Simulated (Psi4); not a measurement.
Psi4 1.11, HF/def2-svp: Nb(Cl)(Me)4 ([CH3][Nb]([CH3])([CH3])([CH3])[Cl]), 18 atoms. The geometry is a generated start, not checked to be a minimum at this level.

```json
{
 "task": "energy",
 "method": "scf",
 "basis": "def2-svp",
 "memory": "3 GB",
 "maxiter": "100",
 "keys_of_the_molecule_block": "symmetry c1",
 "scf_type": "df (default)",
 "e_convergence": "1e-06 (default)",
 "d_convergence": "1e-06 (default)",
 "effective_core_potentials": "those of the basis set, past Kr",
 "basis_functions": "165"
}
```

```xyz
18

Nb     0.3566    -0.2285     0.3150
Cl     2.4966    -0.5610     1.0671
C     -1.1377     0.7579    -1.0420
H     -0.7682     1.5475    -1.7099
H     -1.9278     1.2238    -0.4373
H     -1.6407     0.0260    -1.6889
C      0.6301     1.9219     1.0331
H      1.2470     1.9236     1.9385
H     -0.3230     2.4056     1.2704
H      1.1383     2.5326     0.2751
C      1.1378    -1.1045    -1.6413
H      0.3602    -1.3153    -2.3807
H      1.6567    -2.0430    -1.4147
H      1.8638    -0.4228    -2.0971
C     -1.0767    -1.4924     1.4695
H     -0.5533    -2.1738     2.1522
H     -1.7009    -2.1134     0.8103
H     -1.7588    -0.8842     2.0806
```

Charge 0 and multiplicity 1 are set for this test and not shown to be the ground state.

With the defaults (damping_percentage = 0, diis = true, scf_initial_accelerator = adiis, guess = auto, which took SAD, soscf = false, soscf_start_convergence = 0.01, diis_max_vecs = 10) it converges in 11 SCF iterations. One run each on 2 threads, with these changes:
- diis_max_vecs = 3
- guess = gwh
- damping_percentage = 60
- scf_initial_accelerator = ediis
- damping_percentage = 60, diis = false, scf_initial_accelerator = none
- soscf = true, soscf_start_convergence = 0.001
- guess = sapgau
- guess = huckel
- diis_max_vecs = 20

Q: Which runs fail or end elsewhere than the default run?

A: No convergence: damping_percentage = 60; damping_percentage = 60, diis = false, scf_initial_accelerator = none (the run ends without SCF convergence in 100 iterations). The rest reach the solution of the defaults.

| setting | SCF iterations | JK calls | end |
|---|---|---|---|
| soscf = true, soscf_start_convergence = 0.001 | 7 | 23 | same solution |
| the defaults | 11 | 12 | same solution |
| scf_initial_accelerator = ediis | 11 | 12 | same solution |
| diis_max_vecs = 20 | 11 | 12 | same solution |
| guess = huckel | 12 | 40 | same solution |
| guess = sapgau | 14 | 14 | same solution |
| guess = gwh | 15 | 15 | same solution |
| diis_max_vecs = 3 | 15 | 16 | same solution |
| damping_percentage = 60 | 100 | 101 | no convergence |
| damping_percentage = 60, diis = false, scf_initial_accelerator = none | 100 | 101 | no convergence |

An SOSCF iteration holds several JK calls; a Hückel guess adds calls on atoms.
